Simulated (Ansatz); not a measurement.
System: Co4N (Pm-3m, No. 221, 5 atoms in the cell; start mp-1206425). Method: PBEsol (Ansatz, a quantum-chemistry and plane-wave program, plane waves, PAW).

Settings: plane-wave cutoff 520 eV, 16×16×16 k mesh, Fermi–Dirac smearing 0.05 eV, spin-polarised start, scalar-relativistic PAW data made under PBE.

Cell (relaxed at this level):

```
CELL_PARAMETERS angstrom
      3.67029     0.00000     0.00000
      0.00000     3.67029     0.00000
      0.00000     0.00000     3.67029
ATOMIC_POSITIONS crystal
  Co 0.50000 0.00000 0.00000
  Co 0.00000 0.50000 0.00000
  Co 0.00000 0.00000 0.50000
  Co 0.50000 0.50000 0.50000
  N  0.00000 0.00000 0.00000
```

Question: Estimate the bulk modulus that the calculation returns.

Answer: 
bulk modulus: 253 GPa

The run finds no gap.

Note: the magnetic order was assumed, not searched for or taken from measurement; the bulk modulus is −V dP/dV from two relaxed cells at ±2 % in volume; the relaxation could not lower the start's symmetry, so the cell can be a saddle point above a distorted one.

Computed values are for the static lattice.

Cost on a shared machine: roughly 5 core-minutes.

A start named mp-… is a Materials Project structure, which need not be a measured phase.
